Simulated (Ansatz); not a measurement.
System: W-vacancy pair (W on one host Ti site, one Ti site vacant) in rock-salt TiN (neutral cell). The step: the W atom itself jumps into the vacancy (W-vacancy distance between ideal sites 3.00 Å throughout); the atom moves 2.76 Å along (0.00, 0.46, 0.46) of the unit cell; the moving atom starts with neighbours 2 N at 2.08, 2 N at 2.14, 2 N at 2.23 Å and ends with 2 N at 2.08, 2 N at 2.14, 2 N at 2.23 Å. A PBE band in Ansatz (plane-wave PAW, a 2×2×2 k-point mesh shifted by half a step, 64 host sites, 42 SCF runs with any check of the saddle's order, static, no finite-size correction) gives a forward barrier of 4.13 eV. The saddle point's order was not checked, and it lies on a symmetry element of the cell, where a band can be held. Forms of the defect that were not tried may lie lower.

Single points at the band's start and saddle point can refine it. Rough cost of one point, in units of the band's mean SCF on the same machine:

```json
[
 {"Level": "PBE, a 4×4×4 k-point mesh shifted by half a step", "Cost of one point": "about 8"},
 {"Level": "r2SCAN at 500 eV, a 2×2×2 k-point mesh shifted by half a step", "Cost of one point": "about 3"}
]
```

Task: Which of these move the barrier by more than 0.1 eV, and how far does each move it?

Result: PBE, a 4×4×4 k-point mesh shifted by half a step: +0.26 eV; r2SCAN at 500 eV, a 2×2×2 k-point mesh shifted by half a step: 0.00 eV. Each functional is compared with PBE at the same k-points.

Ansatz is a quantum-chemistry and plane-wave program.
